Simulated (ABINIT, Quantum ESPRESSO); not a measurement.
An ABINIT input for a self-consistent single point of CsSbO₃ (Pm-3m, 5 atoms in the cell) (DFT, LDA (PW92), plane waves, norm-conserving pseudopotentials (PseudoDojo nc-sr-04 LDA standard)):

```
# CsSbO3, PseudoDojo nc-sr-04 LDA standard
pp_dirpath "./"
pseudos "Cs.upf, Sb.upf, O.upf"
acell 7.9670569955 7.9670569955 7.9670569955
rprim
         1.0000000000    0.0000000000    0.0000000000
         0.0000000000    1.0000000000    0.0000000000
         0.0000000000    0.0000000000    1.0000000000
natom 5
ntypat 3
znucl 55 51 8
typat 1 2 3 3 3
xred
         0.0000000000    0.0000000000    0.0000000000
         0.5000000000    0.5000000000    0.5000000000
         0.5000000000    0.5000000000    0.0000000000
         0.0000000000    0.5000000000    0.5000000000
         0.5000000000    0.0000000000    0.5000000000
ecut 84 Ry
occopt 3
tsmear 0.1 eV
nband 28
kptopt 1
ngkpt 8 8 8
nshiftk 1
shiftk 0 0 0
nstep 80
tolvrs 1.0e-11
prtwf 0
prtden 0
prtvol 1
enunit 1
```

Question: Write the same calculation as an input for Quantum ESPRESSO.

Answer: This is the input that was run; spellings and numerical settings could be chosen otherwise.

```fortran
&control
    calculation = 'scf',
    prefix = 'cssbo3',
    outdir = './tmp',
    pseudo_dir = './',
    tprnfor = .true.,
    tstress = .true.,
/
&system
    ibrav = 1,
    A = 4.21598500,
    nat = 5,
    ntyp = 3,
    ecutwfc = 40,
    ecutrho = 200,
    occupations = 'smearing',
    smearing = 'fd',
    degauss = 0.0073499,
/
&electrons
    conv_thr = 1.0d-10,
    mixing_beta = 0.5,
/
ATOMIC_SPECIES
Cs   132.9055  cs_lda_v1.uspp.F.UPF
Sb   121.7600  sb_lda_v1.4.uspp.F.UPF
O     15.9990  o_lda_v1.2.uspp.F.UPF
ATOMIC_POSITIONS crystal
Cs    0.00000000    0.00000000    0.00000000
Sb    0.50000000    0.50000000    0.50000000
O     0.50000000    0.50000000    0.00000000
O     0.00000000    0.50000000    0.50000000
O     0.50000000    0.00000000    0.50000000
K_POINTS automatic
8 8 8  0 0 0
```

Basis, cutoffs, solver keys and any potentials are the target program's own. This input uses DFT, LDA (PZ), plane waves, GBRV 1.5 ultrasoft (LDA) pseudopotentials. LDA parametrisations can differ slightly between programs. Both were run: pressure -9.16 GPa in ABINIT and -8.94 in Quantum ESPRESSO.

On ABINIT: the starting cell comes from a database of computed structures (which also holds hypothetical and non-ambient phases and stackings), without a prior relaxation at this level. Its lattice was rescaled by a random factor within 2.5 % of one. With a pressure of about -9 GPa the cell is away from its equilibrium volume at this level. The run gives no clean gap (levels at the Fermi energy touch, overlap or are partly filled at this smearing), which alone does not show that the compound is a metal.

On Quantum ESPRESSO: the starting cell comes from a database of computed structures (which also holds hypothetical and non-ambient phases and stackings), without a prior relaxation at this level. Its lattice was rescaled by a random factor within 2.5 % of one. With a pressure of about -9 GPa the cell is away from its equilibrium volume at this level. The run gives no clean gap (levels at the Fermi energy touch, overlap or are partly filled at this smearing), which alone does not show that the compound is a metal.
